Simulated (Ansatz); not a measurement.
# Ge₃N₄ (Fd-3m, No. 227, 14 atoms in the cell; start mp-476)

All values below come from PBE0 (Ansatz, an electronic-structure program, PAW).

Settings: plane-wave cutoff 460 eV, 4×4×4 k mesh, Fermi–Dirac smearing 0.01 eV, scalar-relativistic PAW data made under PBE.

Cell (relaxed with PBEsol):

Space group Fd-3m, origin choice 1 (No. 227); a = b = c = 8.2316 Å, α = β = γ = 90.00°

```
atom  site  symmetry       x       y       z
----  ----  --------  ------  ------  ------
Ge     16d      .-3m  0.6250  0.6250  0.6250
Ge      8a      -43m  0.0000  0.0000  0.0000
N      32e       .3m  0.3831  0.3831  0.3831
```
(The calculation used a cell of 14 atoms; values per cell refer to that cell.)

For Ge₃N₄ (Fd-3m, No. 227, 14 atoms in the cell; start mp-476), the band gap is 4.14 eV (indirect) and the smallest direct gap on the k points sampled is 4.19 eV.

Note: cell and atoms aren't relaxed at this level (pressure -3.9 GPa).

Spin–orbit coupling is not included.

Computed values are for the static lattice.

A start named mp-… is a Materials Project structure, which need not be a measured phase.
